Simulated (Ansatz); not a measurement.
The starting structures come from a database of crystals and need not be the phases stable at ambient conditions.

 Where the default PAW files enter, the runs use the earlier of Ansatz's two default sets.

Inside the gap of an insulator the Bloch states are evanescent, with a wavenumber k + iκ along the transport direction.

```
CELL_PARAMETERS angstrom
      3.93109     0.00000     0.00000
     -1.96555     3.40443     0.00000
      1.96555     1.13481     6.41496
ATOMIC_POSITIONS crystal
  Al 0.00048 0.00024 0.99928
  Ga 0.99973 0.49986 0.50041
  As 0.75031 0.87516 0.37453
  As 0.74945 0.37472 0.87583
```

Space group of this cell: R3m. The cell is strained (all lengths scaled by 0.98); by r2SCAN its mean pressure is 5.2 GPa.

Transport runs along the normal of the first two printed cell vectors, the (001) plane of the conventional cell.

No gap correction and no spin-orbit coupling; mid-gap values are interpolated between computed energies.

**Question.** Compute, with r2SCAN run with Ansatz (a program for electronic structure), the band gap and the smallest decay constant κ at mid-gap.

**Answer.** Gap 1.65 eV on a 10×10×10 mesh; κ = 0.107 1/Å, at the zone centre.
